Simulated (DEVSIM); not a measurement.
System: Co/Al2O3/p-Si capacitor, at 300 K.

```
layer (left to right)  material  thickness (nm)  Na (cm⁻³)
---------------------  --------  --------------  ---------
1                         Al2O3            3.50          -
2                            Si             610     8.9e17
```

Metal gate on the left, work function 5 eV. Fixed charge at the semiconductor interface -5.94e12 cm⁻² (in units of +e); no interface traps.

This is a model device: material constants are rounded textbook-type values typed into the input, and sizes, dopings and lifetimes were drawn at random. Values at 300 K.

```csv
parameter,Al2O3,Si
gap (eV),6.8,1.124
affinity (eV),1.35,4.05
permittivity,9,11.7
Nc (cm⁻³),-,2.86e19
Nv (cm⁻³),-,3.1e19
```

DEVSIM, 1D Poisson equation in equilibrium, Boltzmann statistics, complete ionisation; no quantum confinement or tunnelling. Metal contacts follow the ideal Schottky-Mott rule: no Fermi-level pinning, no interface dipoles.

Problem. Tabulate band edges, carrier densities and field at 0.6 V on the gate.

Solution. Energies count from the Fermi level of the right contact; mesh points crowd at the junctions.

```csv
x (μm),Ec (eV),Ev (eV),n (cm⁻³),p (cm⁻³),field (V/cm)
0.000,3.050,-3.750,< 1e2,< 1e2,1500000
0.0007903,3.165,-3.635,< 1e2,< 1e2,1500000
0.001692,3.296,-3.504,< 1e2,< 1e2,1500000
0.002612,3.430,-3.370,< 1e2,< 1e2,1500000
0.003581,0.860,-0.264,100000,1.2e15,200000
0.004624,0.881,-0.243,46000,2.5e15,190000
0.006398,0.911,-0.213,14000,8.3e15,160000
0.01147,0.976,-0.148,1100,1.0e17,95000
0.01856,1.018,-0.106,230,5.1e17,30000
0.03213,1.032,-0.092,130,8.7e17,1600
0.05524,1.032,-0.092,130,8.9e17,≈ 0
0.1213,1.032,-0.092,130,8.9e17,≈ 0
0.2136,1.032,-0.092,130,8.9e17,≈ 0
0.3730,1.032,-0.092,130,8.9e17,≈ 0
0.5035,1.032,-0.092,130,8.9e17,≈ 0
0.5541,1.032,-0.092,130,8.9e17,≈ 0
0.5806,1.032,-0.092,130,8.9e17,≈ 0
0.5961,1.032,-0.092,130,8.9e17,≈ 0
0.6061,1.032,-0.092,130,8.9e17,≈ 0
0.6100,1.032,-0.092,130,8.9e17,≈ 0
0.6121,1.032,-0.092,130,8.9e17,≈ 0
0.6135,1.032,-0.092,130,8.9e17,≈ 0
```
